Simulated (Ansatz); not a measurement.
## Effect of uniaxial strain ε_yy = −5.82 % on KHg2

Base system: KHg2 (space group Imma, No. 74; a = 5.142 Å, b = 8.025 Å, c = 8.758 Å). Axes: x, y, z lie along a, b, c of the conventional cell.

The change: the cell is compressed by 5.82 % along y with no lateral relaxation; the atoms relax in the strained cell.

Computed with plane-wave PAW DFT at the PBEsol level (Ansatz, a program for electronic structure, 420 eV), spin-orbit coupling left out. Settings: 11×11×11 k-points, 0.05 eV Fermi–Dirac smearing.

The space group remains Imma (No. 74) and the shortest interatomic distance decreases by 0.022 Å to 2.971 Å. The energy rises by 8.4 meV/atom and the band gap stays zero. The largest internal atomic displacement is 0.070 Å and the stress (xx, yy, zz, yz, xz, xy; compression positive) is (0.9, 1.5, 1.2, 0.0, 0.0, 0.0) GPa (rough).

Final structure:

```
CELL_PARAMETERS angstrom
     -2.57076     3.77898     4.37893
      2.57076    -3.77898     4.37893
      2.57076     3.77898    -4.37893
ATOMIC_POSITIONS crystal
  K  0.70390 0.95390 0.75000
  K  0.29610 0.04610 0.25000
  Hg 0.28457 0.33639 0.94817
  Hg 0.71543 0.66361 0.05183
  Hg 0.88822 0.33639 0.55183
  Hg 0.11178 0.66361 0.44817
```

Without a gap, meshes like the base's 11×11×11 leave anisotropic stresses uncertain by several tenths of a GPa, and small strain energies with them. Whether these cells are dynamically stable was not tested.
